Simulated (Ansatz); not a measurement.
## Effect of x(B) = 0.333, 6 atoms, I-4m2 on BeSe

Consider BeSe in the zinc blende structure (space group F-43m, No. 216; a = 5.129 Å).

The other end (x = 1) is BSe in the zinc blende structure (space group F-43m, No. 216; a hypothetical phase, not in the database extracts checked): 14.69 Å³/atom, gap zero; this end may not be an ambient phase.

Perturbation: B replaces 33.3 % of the Be, ordered in a cell of 6 atoms (starting symmetry I-4m2) and fully relaxed.

Calculations: Ansatz (a program for electronic structure), PBEsol, PAW, cutoff 420 eV, without spin-orbit coupling. Settings: 18×18×18 k-points, 0.05 eV Fermi–Dirac smearing, for the changed cell.

The volume per atom falls by 0.828 Å³ to 16.04 Å³ and the density goes up by 0.255 g/cm³ to 4.59 g/cm³. The band gap changes from 2.47 eV to zero and the mixing energy is -0.03 eV/atom (to 0.01 eV only: unlike meshes or grids) (against an end that may be hypothetical). The deviation of the volume from the linear (Vegard-type) interpolation is -0.6 % and the mean first-shell distances comes out as Be–Se 2.228 Å (end compound 2.221 Å), B–Se 2.118 Å (end compound 2.121 Å).

Final structure:

```
CELL_PARAMETERS angstrom
     -1.84906     1.84906     7.03590
      1.84906    -1.84906     7.03590
      1.84906     1.84906    -7.03590
ATOMIC_POSITIONS crystal
  Se 0.25000 0.75000 0.50000
  Se 0.57342 0.07342 0.50000
  Se 0.92658 0.42658 0.50000
  B  0.00000 0.00000 0.00000
  Be 0.33866 0.33866 0.00000
  Be 0.66134 0.66134 0.00000
```

These are small ordered cells, not random alloys; other orderings at the same x differ. Stability against distortions was not tested. All final runs are without spin polarisation. An odd electron count without spin: Be2BSe3 and BSe.
